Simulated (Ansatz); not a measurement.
Take BaS in the rock salt structure (space group Fm-3m, No. 225; a = 6.4288 Å) as the base.

Level of theory: PBE (Ansatz, a program for electronic structure; PAW; 420 eV plane waves; no SOC).

The change: every lattice vector is shortened by 1.00 %; the atoms relax in the strained cell.

What happens to the mean gap deformation potential ΔEg/Δln V?

The mean gap deformation potential ΔEg/Δln V is +1.5 eV.

What does the calculation give for the energy relative to the base after the change?

The energy grows by 4.0 meV/atom.

Stability against distortions was not tested.
